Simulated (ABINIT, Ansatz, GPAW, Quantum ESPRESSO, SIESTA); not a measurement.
In2Au3 (P-3m1, 5 atoms in the cell) computed with different codes at matched settings

Self-consistent single point.

```
CELL_PARAMETERS angstrom
      4.57401     0.00000     0.00000
     -2.28700     3.96121     0.00000
      0.00000     0.00000     5.68874
ATOMIC_POSITIONS crystal
  In 0.66667 0.33333 0.32167
  In 0.33333 0.66667 0.67833
  Au 0.66667 0.33333 0.80654
  Au 0.33333 0.66667 0.19346
  Au 0.00000 0.00000 0.00000
```

All programs got the same cell, k-point mesh and kind of occupations (in Ansatz's words: kpoints.mp_grid.grid = 7 7 5; scf.occupations.method = gaussian; scf.occupations.width = 0.136 eV); potentials, basis and cutoffs are each program's usual ones.

```
code                                                                                                                                      model  pressure (GPa)  largest force (eV/Å)  k-points       cutoff
----------------  -----------------------------------------------------------------------------------------------------------------------------  --------------  --------------------  --------  -----------
Quantum ESPRESSO                                                                           PBEsol, GBRV 1.5 ultrasoft (PBESOL) pseudopotentials           -0.35                 0.097        32        40 Ry
SIESTA            GGA PBEsol, numerical atomic orbitals DZP, PseudoDojo PBEsol standard norm-conserving potentials (rewritten from UPF to PSML)           -0.27                 0.316       123  grid 400 Ry
ABINIT                                                           PBEsol, norm-conserving pseudopotentials (PseudoDojo nc-sr-04 PBEsol standard)            0.64                 0.128        32        38 Ha
Ansatz                                                                                                          PBEsol, PAW files made with PBE            0.53                 0.099        32       420 eV
GPAW                                                                                      PBEsol, GPAW PAW datasets PBEsol (made by gpaw-setup)            1.00                 0.046        32       600 eV
```

Size of the force on each atom (eV/Å): Sizes of forces hide their directions.

```tsv
code	In1	In2	Au3	Au4	Au5
Quantum ESPRESSO	0.015	0.015	0.097	0.097	0.000
SIESTA	0.172	0.172	0.316	0.316	0.000
ABINIT	0.030	0.030	0.128	0.128	0.000
Ansatz	0.028	0.028	0.099	0.099	0.000
GPAW	0.046	0.046	0.040	0.040	0.000
```

The spread over the programs that give each value: pressure within 1.35 GPa; largest force within 0.270 eV/Å.

The starting cell comes from a database of computed structures (which also holds hypothetical and non-ambient phases and stackings), without a prior relaxation at this level. Its lattice was rescaled by a random factor within 2.5 % of one. On Ansatz's run: Spin-orbit coupling is off.

Task: Why do the programs differ, and what cannot be compared?

Result: Differences of this kind can come from the potentials, where these differ, and from what each basis and cutoff leave unconverged. The valence holds different numbers of electrons (Quantum ESPRESSO 59, SIESTA 83, ABINIT 83, Ansatz (a quantum-chemistry and plane-wave program) 83, GPAW 59). The zero of total energies and Fermi levels follows the potentials and each program's conventions, so they are not compared here. SIESTA uses small atom-centred bases, whose incompleteness enters pressures, forces and empty levels differently from a plane-wave cutoff. Ansatz's pressure is given at a fixed set of plane waves, as the other plane-wave codes print theirs; with its correction for the finite basis it is 0.57 GPa. The programs reduce the same mesh by symmetry to different extents, which changes the work and not the result. In the force vectors, SIESTA (by 0.218) lies more than 0.08 eV/Å from the median of the plane-wave programs.

Left out of this page: Elk (not drawn, or without a comparable value); FLEUR (with a known weakness of the program).

Keys are those of Ansatz 0.2.
